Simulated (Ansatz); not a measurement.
The cell is built on a prototype and need not be the phase stable at ambient conditions.

Tunnelling through a barrier is set by its complex band structure: the current falls as exp(−2κd) with the smallest κ.

Consider the following.

```xyz
12
Lattice="5.2790 0.0000 0.0000 0.0000 5.7885 0.0000 0.0000 0.0000 4.7611" Properties=species:S:1:pos:R:3 pbc="T T T"
Sn     3.7728     5.3030     1.1903
Sn     1.1332     0.4855     3.5708
Sn     3.7728     2.4087     3.5708
Sn     1.1332     3.3798     1.1903
O      4.6828     3.7295     0.0886
O      2.0433     2.0590     4.6725
O      4.6828     0.8353     4.6725
O      2.0433     4.9532     0.0886
O      0.2231     4.9532     2.2920
O      2.8627     0.8353     2.4691
O      0.2231     2.0590     2.4691
O      2.8627     3.7295     2.2920
```

Space group of this cell: Pbcn. The cell was relaxed by PBE-D3(BJ); by r2SCAN its mean pressure is -4.9 GPa.

Transport runs along the normal of the first two printed cell vectors.

The gap is the functional's own, uncorrected, and κ follows it; spin-orbit coupling is left out. Mid-gap values are interpolated between the computed energies.

**Question.** Predict the band gap and the smallest decay constant κ at mid-gap from r2SCAN in Ansatz (a program for electronic structure).

**Answer.** Gap 1.82 eV on a 6×6×6 mesh; κ = 0.168 1/Å, at the zone centre.
